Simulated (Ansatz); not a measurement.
Take SrTiO3 in the cubic perovskite structure (space group Pm-3m, No. 221; a = 3.936 Å) as the base.

(Cell as relaxed with PBE.)

Levels (all Ansatz, an electronic-structure program, PAW, earlier PAW set): PBE (420 eV, no SOC); r2SCAN (500 eV, scalar-relativistic without spin-orbit coupling).

Each level relaxes its own structure.

| base | PBE | r2SCAN |
|---|---|---|
| volume per atom | 12.20 Å³ | 11.93 Å³ |
| lattice parameter a | 3.936 Å | 3.908 Å |
| band gap | 1.85 eV | 2.27 eV |

Modification: hydrostatic tension (pressure −1 GPa).

```csv
quantity,PBE,r2SCAN
shortest interatomic distance,1.972 Å,(withheld)
gap character,"indirect, R → Γ",(withheld)
smallest direct gap,2.19 eV,(withheld)
```

Q: Given the PBE results, estimate those of r2SCAN.

A: 
- shortest interatomic distance, r2SCAN: 1.957 Å
- gap character, r2SCAN: indirect, R → Γ
- smallest direct gap, r2SCAN: 2.62 eV

PBE's shortest interatomic distance lies 0.015 Å above r2SCAN's (0.8 %); PBE's smallest direct gap lies 0.43 eV below r2SCAN's; the two agree on the gap character. Neither level is exact; r2SCAN is the comparison here, not a measurement.

Load acts through the strain it causes; cell and atoms are relaxed under it. Stability against distortions was not tested. The final runs are not spin-polarised. Many cubic perovskites are stable only at high temperature; tilts and polar distortions were not tested.
